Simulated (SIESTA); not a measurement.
Troubleshooting SIESTA: a failed run on ScCu₃ (Fm-3m, 4 atoms in the cell). The aim is a self-consistent single point with DFT, GGA PBEsol, numerical atomic orbitals DZP, PseudoDojo PBEsol standard norm-conserving potentials (rewritten from UPF to PSML).

Cell that was meant: a = 4.1947 Å, b = 4.1947 Å, c = 4.1947 Å, α = 60.00°, β = 60.00°, γ = 60.00°.

Part of the input:

```
OccupationFunction           FD
ElectronicTemperature        0.1 eV

MaxSCFIterations             4
SCF.Mixer.Method             Pulay
SCF.Mixer.Weight             0.1
SCF.Mixer.History            6
```

Output (repeated stretches shortened):

```
        iscf     Eharris(eV)        E_KS(eV)     FreeEng(eV)     dDmax    Ef(eV) dHmax(eV)
   scf:    1   -15365.813547   -16322.192643   -16322.605086  3.833695  1.748602 98.649202
   scf:    2   -16796.209264   -16761.568071   -16761.631920  2.434320 -1.128012 18.684941
   scf:    3   -16780.169380   -16772.655709   -16772.711918  0.335501 -1.714902  9.612392
   scf:    4   -16778.071179   -16776.016087   -16776.075345  0.304925 -2.092145  7.086722
SCF_NOT_CONV: SCF did not converge in maximum number of steps (required).
SCF_NOT_CONV: SCF did not converge in maximum number of steps (required).
Geom step, scf iteration, dDmax, dHmax:    0     4      0.304925     0.520864
Geom step, scf iteration, dDmax, dHmax:    0     4      0.304925     0.520864

ABNORMAL_TERMINATION
ABNORMAL_TERMINATION
Stopping Program from Node:    0
Stopping Program from Node:    0
```

### Question
What is wrong, and how is it fixed?

### Answer
The fault is an iteration limit that is too low. The loop is cut before its threshold is met, so whatever is printed at the end is not self-consistent. To fix it, raise the limit, or leave it to the default. The run ended unconverged after 4 iterations.

The sound input it was made from differs as follows (other fixes are possible):
```diff
-MaxSCFIterations             4
+MaxSCFIterations             150
```

With that input, the run converged in 15 iterations: free energy E − TS -16777.6275 eV; Fermi level (on the code's own zero) -2.76 eV; pressure 3.24 GPa (DFT, GGA PBEsol, numerical atomic orbitals DZP, PseudoDojo PBEsol standard norm-conserving potentials (rewritten from UPF to PSML)).

On the sound input: the starting cell comes from a database of computed structures (which also holds hypothetical and non-ambient phases and stackings), without a prior relaxation at this level. Its lattice was rescaled by a random factor within 2.5 % of one. Spin polarisation is off. Values carry the incompleteness of an atom-centred basis. With a pressure of about 3 GPa the cell is away from its equilibrium volume at this level.
